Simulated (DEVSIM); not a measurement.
Structure: Schottky contact on p-type CdTe, at 300 K.

```tsv
layer (left to right)	material	thickness (μm)	Na (cm⁻³)	τn (s)	τp (s)
1	CdTe	0.750	1.9e15	4.8e-10	4.8e-10
```

Left contact: Schottky, work function 4.61 eV, emission velocity 4.6e6 cm/s. Right contact: ohmic. Voltage is applied to the left contact. Recombination: SRH at mid-gap, Auger. Mobility is μmin + (μ − μmin)/(1 + (N/Nref)^α).

The device is made up for the run: typed textbook-type constants, with dimensions and the other settings drawn at random. Values at 300 K.

```tsv
parameter	CdTe
gap (eV)	1.5
affinity (eV)	4.28
permittivity	10.2
Nc (cm⁻³)	8e17
Nv (cm⁻³)	1.8e19
μn (cm²/Vs)	1000
μp (cm²/Vs)	80
μn,min	100
μp,min	10
Nref,n	1e17
Nref,p	1e17
αn	0.6
αp	0.6
Cn (cm⁶/s)	1e-30
Cp (cm⁶/s)	1e-30
```

DEVSIM, 1D drift-diffusion, Boltzmann statistics, complete ionisation; no tunnelling, impact ionisation, image-force lowering or self-heating. Metal contacts follow the ideal Schottky-Mott rule: no Fermi-level pinning, no interface dipoles.

The doping Na of layer 1 was swept, all else fixed.

```
doping Na of layer 1 (cm^-3)  largest field in the device at zero bias (V/cm)  potential step across the device at zero bias (V)  dark forward voltage at 1 A/cm² (V)
----------------------------  -----------------------------------------------  -------------------------------------------------  -----------------------------------
5.7e13                                                                  12000                                              0.843                                0.912
1.9e14                                                                  13000                                              0.874                                0.870
5.7e14                                                                    [?]                                              0.902                                  [?]
1.9e15                                                                  25000                                              0.933                                0.808
5.7e15                                                                  43000                                              0.962                                0.791
1.9e16                                                                  81000                                              0.993                                0.777
5.7e16                                                                 140000                                              1.021                                0.769
```

Question: Fill in the missing entries.

Answer: 
- 5.7e14, largest field in the device at zero bias (V/cm): 16000
- 5.7e14, dark forward voltage at 1 A/cm² (V): 0.837
